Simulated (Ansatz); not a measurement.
## Ti3O5 (space group C2/m, No. 12)

```
CELL_PARAMETERS angstrom
      4.81481    -1.92409     0.00000
      4.81481     1.92409     0.00000
     -0.17934     0.00000     9.17851
ATOMIC_POSITIONS crystal
  Ti 0.94315 0.94315 0.64108
  Ti 0.05685 0.05685 0.35892
  Ti 0.86622 0.86622 0.95541
  Ti 0.13378 0.13378 0.04459
  Ti 0.22241 0.22241 0.73847
  Ti 0.77759 0.77759 0.26153
  O  0.58627 0.58627 0.34021
  O  0.41373 0.41373 0.65979
  O  0.67034 0.67034 0.05389
  O  0.32966 0.32966 0.94611
  O  0.87101 0.87101 0.44267
  O  0.12899 0.12899 0.55733
  O  0.24415 0.24415 0.24430
  O  0.75585 0.75585 0.75570
  O  0.04209 0.04209 0.84737
  O  0.95791 0.95791 0.15263
```

Computed with PBEsol in Ansatz (plane waves to 420 eV, PAW, no spin-orbit coupling). Γ-centred 11×11×4 mesh, Fermi–Dirac width 0.05 eV.

| Property | Value |
|---|---|
| Volume per atom | 10.63 Å³ |
| Density | 4.37 g/cm³ |
| Band gap | zero |
| Total energy | -1279.701 eV/atom (σ→0; compares only within this code and set-up) |

Whether these cells are dynamically stable was not tested. No Hubbard U is applied, and correlation can decide whether such a compound is a metal. The final runs are not spin-polarised.

Ansatz is an electronic-structure program.
